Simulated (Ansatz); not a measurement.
Base system: Zr in the hcp (Mg type) structure (space group P6_3/mmc, No. 194; relaxed with 0.1 eV smearing).

```
Zr
1.0
    3.24432     0.00000     0.00000
   -1.62216     2.80966     0.00000
    0.00000     0.00000     5.15800
Zr
2
Cartesian
  1.62216   0.93655   3.86850
  0.00000   1.87311   1.28950
```

Cartesian axes are those of the cell as printed.

Method: Kohn–Sham DFT with the r2SCAN functional, run in Ansatz (a quantum-chemistry and plane-wave program) with PAW and 500 eV plane waves, without spin-orbit coupling.

Now apply this change: every lattice vector is stretched by 1.50 %; the atoms relax in the strained cell.

### Question
Predict the stress tensor and what it implies for the stiffness.

### Answer
Stress of the strained cell less that of the base (GPa, compression positive):
```
   -3.9     0.0     0.0
    0.0    -3.9     0.0
    0.0     0.0    -4.1
```

Then B = −ΔP/(ΔV/V₀) with ΔV/V₀ = 0.0457 gives secant stiffness values (nonlinear terms included at this strain): B (at held cell shape, above the free-shape value) ≈ 86 GPa.

As a check, the harmonic strain energy −½ V₀ Δσ:ε is 13 meV/atom; the computed energy rise is 14 meV/atom.

Whether these cells are dynamically stable was not tested. All final runs are without spin polarisation.
